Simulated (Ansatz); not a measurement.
## Band gap of LiF (model structure, P6₃/mmc, No. 194, 4 atoms in the cell) at several levels of theory

No measured value is used here.

```csv
level (code),value (eV),cell (Å³/atom)
PBE (Ansatz),7.54 (direct),9.83
PBEsol (Ansatz),7.59 (direct),9.44
PBE-D3(BJ) (Ansatz),?,9.39
r²SCAN (Ansatz),8.54 (direct),9.31
r²SCAN+rVV10 (Ansatz),8.50 (direct),9.20
```

### Question
Complete the blanks.

### Answer

- PBE-D3(BJ) (Ansatz, an electronic-structure program), value (eV): 7.78 (direct)

Computed values are for a static lattice.  Each level is taken at its own relaxed cell. Cutoffs differ between the levels. Ansatz's density-functional and Hartree–Fock values are scalar-relativistic unless marked +SOC, with PAW data made under PBE.

A model structure was made by putting elements into a prototype or built by hand; it is no filed structure, need not be a known phase, and can be a saddle point held by its symmetry.
